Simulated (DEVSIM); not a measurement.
System: illuminated Si p-on-n cell, one wavelength, with a back-surface field, at 300 K.

```csv
layer (left to right),material,thickness (μm),Nd (cm⁻³),Na (cm⁻³),τn (s),τp (s),absorption coefficient (cm⁻¹)
1,Si,0.590,-,7e17,2.5e-5,4.3e-7,6000
2,Si,29.0,8.6e15,-,3.1e-5,3.1e-5,6000
3,Si,0.850,1.5e18,-,3.1e-5,3.1e-5,6000
```

Left contact: ohmic, minority electron recombination velocity 200 cm/s. Right contact: ohmic, minority hole recombination velocity 30000 cm/s. Voltage is applied to the left contact. Recombination: SRH at mid-gap, radiative, Auger. Gap narrowing is on: ΔEg = 6.92 meV × (l + √(l² + 0.5)), l = ln(N/1.3e17 cm⁻³), shared equally by both band edges. Light enters at the left, 2.3e18 photons cm⁻² s⁻¹, one pass, no reflection. Mobility is μmin + (μ − μmin)/(1 + (N/Nref)^α).

Constants are typed, rounded textbook-type inputs, not results; the design itself was drawn at random and stands for no fabricated device. Values at 300 K.

| parameter | Si |
|---|---|
| gap (eV) | 1.124 |
| affinity (eV) | 4.05 |
| permittivity | 11.7 |
| Nc (cm⁻³) | 2.86e19 |
| Nv (cm⁻³) | 3.1e19 |
| μn (cm²/Vs) | 1417 |
| μp (cm²/Vs) | 470 |
| μn,min | 52 |
| μp,min | 45 |
| Nref,n | 9.7e16 |
| Nref,p | 2.2e17 |
| αn | 0.68 |
| αp | 0.72 |
| B (cm³/s) | 4.7e-15 |
| Cn (cm⁶/s) | 2.8e-31 |
| Cp (cm⁶/s) | 9.9e-32 |

Simulated with DEVSIM: 1D drift-diffusion, Boltzmann statistics, complete ionisation; no tunnelling, impact ionisation, image-force lowering or self-heating.

The thickness of layer 2 was swept, all else fixed.

| thickness of layer 2 (μm) | dark forward voltage at 1 A/cm² (V) | largest power (mW/cm²) | dark forward voltage at 100 A/cm² (V) | short-circuit current (mA/cm²) |
|---|---|---|---|---|
| 5.8 | 0.720 | 211 | 0.845 | 362 |
| 10 | 0.720 | 214 | 0.849 | 367 |
| 17 | 0.721 | 214 | 0.856 | 367 |
| 29 | 0.722 | 214 | 0.865 | 367 |
| 49 | 0.723 | 213 | 0.876 | 367 |
| 87 | 0.725 | 212 | 0.890 | 367 |
| 140 | 0.727 | 211 | 0.905 | 367 |

From the first row to the last the dark forward voltage at 1 A/cm² goes from 0.720 to 0.727.
